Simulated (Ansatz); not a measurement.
Base system: Pb in the fcc (Cu type) structure (space group Fm-3m, No. 225; a = 4.934 Å; relaxed with 0.1 eV smearing). Axes: x, y, z lie along the cube axes.

Computed with PBEsol (Ansatz, a first-principles code), scalar-relativistic without spin-orbit coupling.

The change: compressive biaxial strain of 1.50 % in the plane normal to [001], as in epitaxy on a mismatched substrate; the out-of-plane cell vector and the atoms relax.

**Question.** Estimate the effect on the out-of-plane strain.

**Answer.** The out-of-plane strain amounts to +2.33 %.

Stability against distortions was not tested.
